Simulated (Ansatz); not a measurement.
We consider RuIr (R-3m, No. 166, 2 atoms in the cell; start mp-1223860), described by PBEsol (Ansatz, a first-principles code, plane waves, PAW).

Settings: plane-wave cutoff 520 eV, 24×24×24 k mesh, Fermi–Dirac smearing 0.05 eV, no spin polarisation, scalar-relativistic PAW data made under PBE.

Cell (relaxed at this level):

```xyz
2
Lattice="1.3414 0.7745 4.3921 -1.3414 0.7745 4.3921 0.0000 -1.5489 4.3921" Properties=species:S:1:pos:R:3 pbc="T T T"
Ru     0.0000     0.0000     6.5882
Ir     0.0000     0.0000     0.0000
```

**Question.** Give the computed bulk modulus.

**Answer.** 
* **bulk modulus**: 368 GPa

Note: the run has no spin polarisation, so it can have missed a magnetic state; the bulk modulus is −V dP/dV from two relaxed cells at ±2 % in volume; the relaxation could not lower the start's symmetry, so the cell can be a saddle point above a distorted one.

Spin–orbit coupling is not included.

Computed values are for the static lattice.

A start named mp-… is a Materials Project structure, which need not be a measured phase.
